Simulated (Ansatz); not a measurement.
Here is the system:

```
C
1.0
    0.00000     1.81279     1.76769
    1.81279     0.00000     1.76769
    1.81279     1.81279     0.00000
C
2
Direct
  0.00000   0.00000   0.00000
  0.25000   0.25000   0.25000
```

Computed with r2SCAN, rigid bands (plane waves, PAW, scalar-relativistic; Ansatz, a first-principles code). Condition of this run: biaxial stress in (001) of -22 GPa (compression positive) (the target of the relaxation). How the cell was made: cell and atoms relaxed with PBEsol, then loaded as said.

Question: What conductivity effective mass do dilute holes have at 300 K?

Answer: 0.30 (x), 0.30 (y), 0.59 (z) mₑ.

Question: Predict the electron conductivity mass (n e² τ/σ) at 300 K, by direction if it differs.

Answer: 0.28 (x), 0.28 (y), 1.48 (z) mₑ.

Question: And the band gap?

Answer: 3.63 eV at this level; semilocal functionals usually fall short of the measured gap.

Rigid bands, one relaxation time for all states, no polarons. Spin-orbit coupling is left out. Geometry: cell and atoms relaxed with PBEsol.
